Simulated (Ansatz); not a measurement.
A (7,7) silicon nanotube has 28 atoms in a period of 3.857 Å, a mean diameter of 14.95 Å, and lies 20 meV/atom over the flat sheet relaxed at the same level.

Calculation: PBE (plane waves to 420 eV, PAW; Ansatz, a quantum-chemistry and plane-wave program). Mesh 1×1×18. No spin polarisation. Isolated but for its images some 11 Å away. A hypothetical model, rolled from the flat sheet. Only distortions within the start's symmetry and period were free.

Problem. Which bending rigidity of the sheet does this imply in the thin-plate picture?

Solution. A plate bent to radius R stores D/(2R²) an area. The area an atom is π × 14.95 × 3.857/28 = 6.47 Å², so the stored energy is 0.020/6.47 = 0.0031 eV/Å². With R = 7.475 Å, D = 2R² × 0.0031 = 0.35 eV.
